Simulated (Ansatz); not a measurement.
The reference is LuBi in the rock salt structure (space group Fm-3m, No. 225; a = 6.1330 Å; a cell from a computed database, its experimental status unchecked).

Levels (all Ansatz, an electronic-structure program, PAW): PBEsol (420 eV, no spin-orbit coupling); PBEsol+SOC (420 eV, spin-orbit coupling included).

The geometry is relaxed with PBEsol.

| Quantity | Result |
|---|---|
| PBEsol pressure | 0.0 GPa |

### Question
How does going to PBEsol+SOC change the pressure?

### Answer
The pressure goes from zero to -0.6 GPa.

Single points use the geometry relaxed with PBEsol. Differences between runs with and without spin-orbit coupling are approximate. Stability against distortions was not tested.
